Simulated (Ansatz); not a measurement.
What Pd on a Cd site does to CdS

The parent structure is a 16-atom supercell of CdS in the zinc blende structure (space group F-43m, No. 216; a = 5.927 Å) at its relaxed geometry.

Perturbation: one Cd atom is replaced by Pd, atoms relaxed at fixed cell, starting from a slightly rattled geometry.

All numbers come from PBE (Ansatz, a first-principles code, PAW, spin-orbit coupling left out). Settings: 4×4×4 k-points, 0.01 eV Fermi–Dirac smearing.

The pressure goes from zero to -1.3 GPa and the largest displacement of a host atom from its site in the perfect cell is 0.11 Å. The mean distance from the defect site to its nearest host atoms drops by 0.11 Å (2.57 Å → 2.46 Å).

Final structure:

```yaml
crystal:
  lattice:
    - [0.00000, 5.92662, 5.92662]
    - [5.92662, 0.00000, 5.92662]
    - [5.92662, 5.92662, 0.00000]
  atoms:
    - { symbol: S, position: [0.37561, 0.37527, 0.37496] }
    - { symbol: S, position: [0.37575, 0.37521, 0.87494] }
    - { symbol: S, position: [0.37529, 0.87569, 0.37473] }
    - { symbol: S, position: [0.35970, 0.88056, 0.88021] }
    - { symbol: S, position: [0.87595, 0.37545, 0.37476] }
    - { symbol: S, position: [0.88081, 0.35956, 0.88022] }
    - { symbol: S, position: [0.88062, 0.88072, 0.35931] }
    - { symbol: S, position: [0.88088, 0.88048, 0.88028] }
    - { symbol: Pd, position: [0.00047, 0.00033, 0.00006] }
    - { symbol: Cd, position: [0.99904, 0.99932, 0.50131] }
    - { symbol: Cd, position: [0.99963, 0.50138, 0.99856] }
    - { symbol: Cd, position: [0.99947, 0.50174, 0.50120] }
    - { symbol: Cd, position: [0.50191, 0.99903, 0.99852] }
    - { symbol: Cd, position: [0.50157, 0.99907, 0.50117] }
    - { symbol: Cd, position: [0.50173, 0.50152, 0.99884] }
    - { symbol: Cd, position: [0.50082, 0.50055, 0.49972] }
```

The magnetic state is the one reached from the starting moments; the real material's order can differ, and small cells can't hold many antiferromagnetic ones. The cell is small, so the values are those of an ordered compound at a high defect concentration; dilute-limit values will differ. The mesh was chosen for an insulator and is coarse for the gapless case. The defect cell is spin-polarised and ends with 1.8 μB, a fractional moment that hangs on the mesh and smearing.
